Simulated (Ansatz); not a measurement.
Worked example: zone-centre phonon calculation of ScGe (Cmcm, 4 atoms in the cell) in Ansatz (a quantum-chemistry and plane-wave program).

Computed with LDA (PW92), default PAW files made with PBE (plane waves; Ansatz).

```
CELL_PARAMETERS angstrom
      2.01086    -5.06599     0.00000
      2.01086     5.06599     0.00000
      0.00000     0.00000     3.78627
ATOMIC_POSITIONS crystal
  Sc 0.86301 0.13699 0.75000
  Sc 0.13699 0.86301 0.25000
  Ge 0.58951 0.41049 0.75000
  Ge 0.41049 0.58951 0.25000
```

Reference input (self-consistent single point, DFT, LDA (PW92), plane waves, default PAW files made with PBE): basis.ecutwfc = 420 eV; kpoints.mp_grid.grid = 8 8 8; hamiltonian.xc = lda; hamiltonian.pseudopotentials = {kind: paw} (the program's default PAW files); scf.occupations.method = gaussian; scf.occupations.width = 0.1 eV. This run's input differs from it in these lines:

```diff
@@ -19,6 +19,5 @@
   occupations: { method: gaussian, width: 0.1 }
-output:
-  forces: true
-  eigenvalues: true
-  stress: true
+  convergence: { dr2_threshold: 1.0e-05 eV }
+phonons:
+  method: dfpt
```

Output, abridged:

```
SCF iter   1: F=—  HF=-12613.135875 eV  |F-HF|=—  |Δ(HF+E_count)|=         —  Δρ=5.63e-3  dr2=1.47e-2  ethr=1.77e-3  ⟨swp⟩=5.1  Hψ=12369  notcnv=0
all-band conjugate gradients solve this SCF's bands
preconditioner: auto → Kerker (q_TF=auto, 2.538 Å⁻¹)
SCF iter   2: F=—  HF=-12613.132702 eV  |F-HF|=—  |Δ(HF+E_count)|=   3.17e-3  Δρ=2.91e-3  dr2=4.87e-3  ethr=2.95e-5  ⟨swp⟩=2.1  Hψ=6087  notcnv=0
SCF iter   3: F=—  HF=-12613.132061 eV  |F-HF|=—  |Δ(HF+E_count)|=   6.41e-4  Δρ=9.26e-4  dr2=6.38e-4  ethr=9.74e-6  ⟨swp⟩=2.0  Hψ=3806  notcnv=0
SCF iter   4: F=—  HF=-12613.131902 eV  |F-HF|=—  |Δ(HF+E_count)|=   1.60e-4  Δρ=3.03e-4  dr2=9.01e-5  ethr=1.28e-6  ⟨swp⟩=2.0  Hψ=4857  notcnv=0
SCF iter   5: F=—  HF=-12613.131869 eV  |F-HF|=—  |Δ(HF+E_count)|=   3.21e-5  Δρ=1.12e-4  dr2=1.16e-5  ethr=1.80e-7  ⟨swp⟩=2.0  Hψ=4889  notcnv=0
SCF iter   6: F=-12613.131867 eV  HF=-12613.131867 eV  |F-HF|=5.68e-7  |Δ(HF+E_count)|=   2.05e-6  Δρ=2.55e-5  dr2=9.71e-7  ethr=2.00e-8  ⟨swp⟩=10.7  Hψ=22787  notcnv=0
SCF 1 converged in 6 iterations: F = -12613.131867 eV  dr2 = 9.71e-7
DFPT response loops at Γ: preconditioner auto → Kerker (q_TF=auto, 2.538 Å⁻¹) (partly filled bands, converged f_vac=0.000) …
Free energy (F): -12613.131867 eV
Internal energy: -12613.120363 eV  (E = F + TS)
E sigma→0 (E₀):  -12613.126115 eV
Entropy (-TS):   -0.011503 eV (-2.876 meV/atom)
Fermi energy:    11.194194 eV
--- Phonons (Γ-DFPT): 6 representative perturbations + reference, on 105 of 512 k-points (Σ response iterations 22) ---
  k mesh reduced under 4 symmetry operations, with k and −k counted as one. Each operation leaves every solved displacement unchanged or reverses it
  ASR residual: 1.319e-2 → 0.000e0 eV/Å²; symmetrization residual: 1.237e-6 eV/Å²
  ASR residual per site (eV/Å²): 1.30e-2 1.30e-2 1.32e-2 1.32e-2
  Γ frequencies (cm⁻¹): 0.00 0.00 0.00 102.77 152.99 163.93 201.72 215.86 227.94 238.75 239.02 241.85
  non-analytic LO–TO correction: not included (Born effective charges unavailable; polar crystals: no LO–TO splitting at Γ)
```

The run converged in 6 iterations. 

Summary of the result:
- Free energy E − TS (on the zero of these files) = -12613.1319 eV
- Fermi level (on the code's own zero) = 11.19 eV
- Zone-centre frequencies (cm⁻¹; negative means imaginary) = 0, 0, 0, 103, 153, 164, 202, 216, 228, 239, 239, 242

The starting cell comes from a database of computed structures (which also holds hypothetical and non-ambient phases and stackings), without a prior relaxation at this level. Its lattice was rescaled by up to half a per cent.

Cost on one core of a shared machine: roughly 3 min.

Keys are those of Ansatz 0.2.
